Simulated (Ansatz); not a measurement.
A computed series for BeSe: response to strain

Consider BeSe in the zinc blende structure (space group F-43m, No. 216; a = 5.082 Å).

Strains are applied to the cell and any free atomic positions relax.

All numbers come from DFT with LDA, PAW potentials and a 420 eV plane-wave cutoff in Ansatz (a quantum-chemistry and plane-wave program), no SOC.

Candidates:
(a) isotropic strain +0.50 %
(b) isotropic strain −2.50 %
(c) isotropic strain +2.50 %
(d) isotropic strain −2.00 %
(e) isotropic strain −1.00 %

For the base:

```
Property               Value
-------------------  -------
Smallest direct gap  4.43 eV
```

Q: Order them by smallest direct gap, lowest first.

A: (c) isotropic strain +2.50 % (3.89 eV), (a) isotropic strain +0.50 % (4.32 eV), (e) isotropic strain −1.00 % (4.66 eV), (d) isotropic strain −2.00 % (4.81 eV), (b) isotropic strain −2.50 % (4.85 eV)

No phonon test of stability was made.
